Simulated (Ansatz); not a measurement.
Consider C vacancy in 4H silicon carbide, charge state +2. Level of theory: PBE, PAW (plane waves to 420 eV; Ansatz, a quantum-chemistry and plane-wave program).

Cell of 72 host sites held at the relaxed PBE lattice; the Γ point alone; Fermi-Dirac width 0.01 eV, spin-restricted; finite-size errors left in. Energies are static. The charge state is imposed; whether it is stable for some Fermi level was not computed. Forms of the defect that were not tried may lie lower. The start lies 0.056 eV above the lowest site run (PBE).

Barriers: single points on a 2×2×2 k-point mesh shifted by half a step along c at the bands' geometries (they differ from the bands' own by up to 0.49 eV, and are uncertain by about as much).

The step: one C atom jumps into the vacancy from a nearby C site. Atoms about the jump, Cartesian Å from the middle of the jump, before and after:

```csv
atom,x0,y0,z0,x1,y1,z1
C1,1.54,0.00,0.00,-1.54,0.00,0.00
Si2,0.08,-0.95,0.67,-0.08,-0.95,0.67
Si3,-1.55,1.87,0.67,-1.56,1.78,0.65
Si4,1.56,1.78,0.65,1.55,1.87,0.67
Si5,1.56,0.00,-1.92,1.55,-0.01,-2.07
Si6,-1.55,-0.01,-2.07,-1.56,0.00,-1.92
C7,0.01,2.66,0.00,-0.01,2.66,0.00
C8,0.00,-0.90,-2.52,0.00,-0.90,-2.52
Si9,0.01,2.67,-1.92,-0.01,2.67,-1.92
C10,-0.01,-0.90,2.53,0.01,-0.90,2.53
C11,-1.55,1.78,-2.52,-1.55,1.78,-2.54
C12,1.55,1.78,-2.54,1.55,1.77,-2.52
C13,-0.01,-2.69,0.00,0.01,-2.69,0.00
C14,-1.55,1.76,2.53,-1.55,1.78,2.53
Si15,0.01,0.89,3.17,-0.01,0.89,3.17
C16,1.55,1.78,2.53,1.55,1.76,2.53
Si17,3.09,-0.92,0.65,3.18,-0.95,0.67
Si18,-3.18,-0.95,0.67,-3.09,-0.92,0.65
Si19,0.00,-2.70,-1.92,0.00,-2.70,-1.92
C20,-3.10,2.66,0.00,-3.09,2.67,0.01
C21,3.09,2.67,0.01,3.10,2.66,0.00
```

Give the saddle-point geometry and the barrier.


| atom | x | y | z |
|---|---|---|---|
| C1 | 0.00 | 0.36 | -0.18 |
| Si2 | 0.02 | -1.15 | 0.76 |
| Si3 | -1.41 | 1.80 | 0.62 |
| Si4 | 1.40 | 1.81 | 0.62 |
| Si5 | 1.42 | 0.02 | -1.94 |
| Si6 | -1.44 | 0.02 | -1.94 |
| C7 | 0.00 | 2.89 | 0.00 |
| C8 | -0.01 | -0.97 | -2.61 |
| Si9 | 0.00 | 2.74 | -1.91 |
| C10 | 0.00 | -0.98 | 2.58 |
| C11 | -1.53 | 1.79 | -2.52 |
| C12 | 1.52 | 1.79 | -2.52 |
| C13 | 0.00 | -2.82 | 0.00 |
| C14 | -1.52 | 1.73 | 2.51 |
| Si15 | 0.00 | 0.84 | 3.16 |
| C16 | 1.52 | 1.73 | 2.51 |
| Si17 | 3.16 | -0.92 | 0.68 |
| Si18 | -3.18 | -0.92 | 0.68 |
| Si19 | 0.00 | -2.74 | -1.94 |
| C20 | -3.05 | 2.59 | 0.00 |
| C21 | 3.04 | 2.59 | 0.00 |
It lies 4.99 eV above the start and 4.99 eV above the end. The program found a first-order saddle point.
